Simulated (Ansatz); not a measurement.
Results of r²SCAN0 in Ansatz (PAW) for AlB2-type MgB2.

Run with plane-wave cutoff 520 eV, 12×12×8 k mesh (along the axes of the cell as run), Fermi–Dirac smearing 0.05 eV, scalar-relativistic PAW data made under PBE.

Computed at the level's own relaxed cell.

### Question
Predict the equilibrium lattice constant a and lattice parameter c.

### Answer

* **equilibrium lattice constant a**: 3.068 Å
* **lattice parameter c**: 3.486 Å

Measured, for comparison: lattice constant a 3.083 Å, lattice parameter c 3.521 Å (300 K, not corrected to a static lattice; as tabulated in Loa et al. (2002), arXiv:cond-mat/0206051). Computed (rounded) less measured: lattice constant a -0.5 %, lattice parameter c -1.0 %. A static lattice is as a rule a little smaller and stiffer than an uncorrected measurement, which narrows the difference in the lattice constant a, lattice parameter c and would widen misses of the other sign.

Computed values are for the static lattice.

The result took around 30 core-minutes (rough).

Ansatz is a first-principles code.
